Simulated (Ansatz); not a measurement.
Surface energy of faces of fcc Ag in PBE and in LDA, in Ansatz (plane waves, PAW). Symmetric slabs relaxed with PBE from ideal cuts in 1x1 cells (the lowest computed cut and spin start of each face; real faces may reconstruct in larger cells); LDA values are single points on them, with the bulk at the same level. No spin-orbit coupling, no U.

```json
[
 {"face": "(100)", "PBE (J/m²)": "0.82", "LDA (J/m²)": "1.27"},
 {"face": "(110)", "PBE (J/m²)": "0.89", "LDA (J/m²)": "1.33"},
 {"face": "(111)", "PBE (J/m²)": "0.72", "LDA (J/m²)": "1.15"},
 {"face": "(210)", "PBE (J/m²)": "0.92", "LDA (J/m²)": "1.37"},
 {"face": "(211)", "PBE (J/m²)": "0.85", "LDA (J/m²)": "1.29"},
 {"face": "(221)", "PBE (J/m²)": "0.83", "LDA (J/m²)": "?"},
 {"face": "(311)", "PBE (J/m²)": "0.88", "LDA (J/m²)": "1.33"},
 {"face": "(320)", "PBE (J/m²)": "0.92", "LDA (J/m²)": "1.36"},
 {"face": "(321)", "PBE (J/m²)": "0.89", "LDA (J/m²)": "1.32"}
]
```

**Question.** Fit a straight line y = a·x + b by least squares to the 8 complete rows (x: PBE (J/m²); y: LDA (J/m²)).

**Answer.** the means are x̄ = 0.8613 and ȳ = 1.3025; Σ(x − x̄)² = 0.030688 and Σ(x − x̄)(y − ȳ) = 0.032175, so a = 1.048 and b = ȳ − a·x̄ = 0.400. The largest residual is 0.013.

**Question.** What does the line predict for the withheld row, (221), and what did the calculation give?

**Answer.** the line gives 1.27; the calculation gave 1.27, a miss of 0.00, of the size of the fitted rows' scatter and rounding.

Ansatz is a program for electronic structure.
